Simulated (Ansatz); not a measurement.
## TiPt3 under a change: isotropic strain +3.00 %

The reference is TiPt3 in the Cu3Au type structure (space group Pm-3m, No. 221; a = 3.948 Å; relaxed with 0.1 eV smearing).

Now apply this change: an isotropic linear strain of +3.00 %, atoms relaxed at fixed cell.

Method: Ansatz (a program for electronic structure), PBE, PAW, cutoff 420 eV, scalar-relativistic without spin-orbit coupling. Settings: 15×15×15 k-points, 0.1 eV Fermi–Dirac smearing.

The volume per atom grows by 1.427 Å³, from 15.39 Å³ to 16.81 Å³ and the shortest interatomic distance grows by 0.084 Å, from 2.792 Å to 2.876 Å. The energy grows by 81 meV/atom and the pressure goes from zero to -16.6 GPa. The band gap remains zero.

No phonon test of stability was made. All final runs are without spin polarisation.
